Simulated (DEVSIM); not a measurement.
Structure: Schottky contact on n-type GaP, at 300 K.

```csv
layer (left to right),material,thickness (μm),Nd (cm⁻³),τn (s),τp (s)
1,GaP,1.20,3e17,6.8e-7,6.8e-7
2,GaP,0.700,9e17,6.8e-7,6.8e-7
```

Left contact: Schottky, work function 4.89 eV, emission velocity 2.8e6 cm/s. Right contact: ohmic. Voltage is applied to the left contact. Recombination: SRH at mid-gap, radiative. Mobility is μmin + (μ − μmin)/(1 + (N/Nref)^α).

Constants are typed, rounded textbook-type inputs, not results; the design itself was drawn at random and stands for no fabricated device. Values at 300 K.

| parameter | GaP |
|---|---|
| gap (eV) | 2.26 |
| affinity (eV) | 3.8 |
| permittivity | 11.1 |
| Nc (cm⁻³) | 1.8e19 |
| Nv (cm⁻³) | 1.9e19 |
| μn (cm²/Vs) | 250 |
| μp (cm²/Vs) | 150 |
| μn,min | 10 |
| μp,min | 10 |
| Nref,n | 4.4e18 |
| Nref,p | 1e18 |
| αn | 0.8 |
| αp | 0.85 |
| B (cm³/s) | 1e-13 |

DEVSIM, 1D drift-diffusion, Boltzmann statistics, complete ionisation; no tunnelling, impact ionisation, image-force lowering or self-heating. Metal contacts follow the ideal Schottky-Mott rule: no Fermi-level pinning, no interface dipoles.

**Question.** Tabulate band edges, carrier densities and field at -2.0 V on the left contact.

**Answer.** Energies count from the Fermi level of the right contact; mesh points crowd at the junctions.

```tsv
x (μm)	Ec (eV)	Ev (eV)	n (cm⁻³)	p (cm⁻³)	field (V/cm)
0.000	3.090	0.830	< 1e2	< 1e2	-540000
0.01662	2.264	0.003	< 1e2	< 1e2	-460000
0.04704	1.101	-1.159	< 1e2	< 1e2	-310000
0.09487	0.187	-2.073	1.3e16	< 1e2	-75000
0.2176	0.106	-2.154	3.0e17	< 1e2	≈ 0
0.3786	0.106	-2.154	3.0e17	< 1e2	≈ 0
0.6471	0.106	-2.154	3.0e17	< 1e2	≈ 0
0.9394	0.106	-2.154	3.0e17	< 1e2	≈ 0
1.053	0.106	-2.154	3.0e17	< 1e2	≈ 0
1.122	0.106	-2.154	3.0e17	< 1e2	≈ 0
1.165	0.106	-2.154	3.0e17	< 1e2	-180
1.196	0.097	-2.163	4.2e17	< 1e2	-13000
1.209	0.079	-2.181	8.5e17	< 1e2	-3300
1.232	0.077	-2.183	9.0e17	< 1e2	-17
1.288	0.077	-2.183	9.0e17	< 1e2	≈ 0
1.367	0.077	-2.183	9.0e17	< 1e2	≈ 0
1.491	0.077	-2.183	9.0e17	< 1e2	≈ 0
1.659	0.077	-2.183	9.0e17	< 1e2	≈ 0
1.786	0.077	-2.183	9.0e17	< 1e2	≈ 0
1.843	0.077	-2.183	9.0e17	< 1e2	≈ 0
1.876	0.077	-2.183	9.0e17	< 1e2	≈ 0
1.900	0.077	-2.183	9.0e17	< 1e2	≈ 0
```
